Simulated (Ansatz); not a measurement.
The cell is made up: elements placed on another compound's structure type, so the phase may be hypothetical.

The decay constant κ of evanescent states in the gap governs leakage through a thin film.

Here is the system:

```xyz
12
Lattice="5.6220 0.0000 0.0000 0.0000 5.6220 0.0000 0.0000 0.0000 5.6220" Properties=species:S:1:pos:R:3 pbc="T T T"
Zn     4.2165     0.0000     2.8110
Zn     2.8110     4.2165     0.0000
Zn     2.8110     1.4055     0.0000
Zn     1.4055     0.0000     2.8110
Zn     0.0000     2.8110     4.2165
Zn     0.0000     2.8110     1.4055
O      4.2165     2.8110     0.0000
O      0.0000     4.2165     2.8110
O      0.0000     1.4055     2.8110
O      1.4055     2.8110     0.0000
O      2.8110     0.0000     4.2165
O      2.8110     0.0000     1.4055
```

Space group of this cell: Pm-3n. The cell was relaxed by PBE-D3(BJ); by r2SCAN its mean pressure is -2.6 GPa.

Transport runs along the normal of the first two printed cell vectors.

The gap is the functional's own. No spin-orbit coupling. Mid-gap values are interpolated on the energy grid.

Compute, with Ansatz (a program for electronic structure) with r2SCAN, the band gap and the smallest decay constant κ at mid-gap.

Gap 1.37 eV on a 6×6×6 mesh; κ = 0.150 1/Å, at the zone centre.
